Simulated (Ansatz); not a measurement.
## SiC under a change: pressure −2 GPa

Take SiC in the wurtzite structure (space group P6_3mc, No. 186; a = 3.0755 Å, c = 5.0486 Å) as the base.

It is then changed as follows: hydrostatic tension (pressure −2 GPa).

Method: r2SCAN (Ansatz, an electronic-structure program, PAW, no SOC), earlier PAW set. k-mesh 12×12×7 (Γ-centred); smearing 0.05 eV (Fermi–Dirac).

The volume per atom rises by 0.09 Å³ (10.34 Å³ → 10.43 Å³) and the density falls by 0.03 g/cm³ (3.22 g/cm³ → 3.19 g/cm³). The lattice parameter a increases by 0.017 bohr, from 5.812 bohr to 5.829 bohr and the c/a ratio is still 1.642. The shortest interatomic distance goes up by 0.010 bohr, from 3.559 bohr to 3.569 bohr and the band gap goes up by 0.01 eV (2.65 eV → 2.66 eV). The gap character is still indirect, Γ → K and the smallest direct gap shrinks by 0.02 eV, from 4.48 eV to 4.46 eV. The width of the top valence band falls by 0.02 eV (4.03 eV → 4.01 eV) and the electron mass is still 0.26 mₑ along c, 0.43 mₑ across (at K). The valence-band top at Γ (three highest levels, from the VBM) stays 0.00, 0.00, -0.11 eV.

Final structure:

```yaml
crystal:
  lattice:
    - [3.08451, 0.00000, 0.00000]
    - [-1.54225, 2.67126, 0.00000]
    - [0.00000, 0.00000, 5.06415]
  atoms:
    - { symbol: Si, position: [0.66667, 0.33333, 0.00050] }
    - { symbol: Si, position: [0.33333, 0.66667, 0.50050] }
    - { symbol: C, position: [0.66667, 0.33333, 0.62470] }
    - { symbol: C, position: [0.33333, 0.66667, 0.12470] }
```

Load acts through the strain it causes; cell and atoms are relaxed under it. Effective masses come from finite differences of ±0.01 Å⁻¹. Whether these cells are dynamically stable was not tested.
